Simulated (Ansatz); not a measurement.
TiFe (Pm-3m): band-structure transport figures

Consider the following.

```xyz
2
Lattice="2.9154 0.0000 0.0000 0.0000 2.9154 0.0000 0.0000 0.0000 2.9154" Properties=species:S:1:pos:R:3 pbc="T T T"
Ti     0.0000     0.0000     0.0000
Fe     1.4577     1.4577     1.4577
```

All values below come from PBEsol, rigid bands (plane waves, PAW, scalar-relativistic; Ansatz, a first-principles code). Geometry: cell and atoms relaxed with PBEsol.

- density of states at the Fermi level = 0.454 states/(eV·cell), both spins
- bare Sommerfeld coefficient = 0.53 mJ/(mol of atoms·K²)
- Drude plasma energy = 3.8 eV
- root-mean-square Fermi velocity = 5.5e5 m/s
- resistivity times τ = 34 ×10⁻²² Ω·m·s

A metal at this level (no band gap); rigid bands, thermally averaged at 300 K, both spins. Spin-orbit coupling is left out. τ is one relaxation time for all states.

Formula and space group known from diffraction (Crystallography Open Database), not checked to be the room-temperature form: TiFe (Pm-3m). Treated as nonmagnetic (a ferromagnetic start lost its moment, other orders weren't tried): TiFe (Pm-3m).
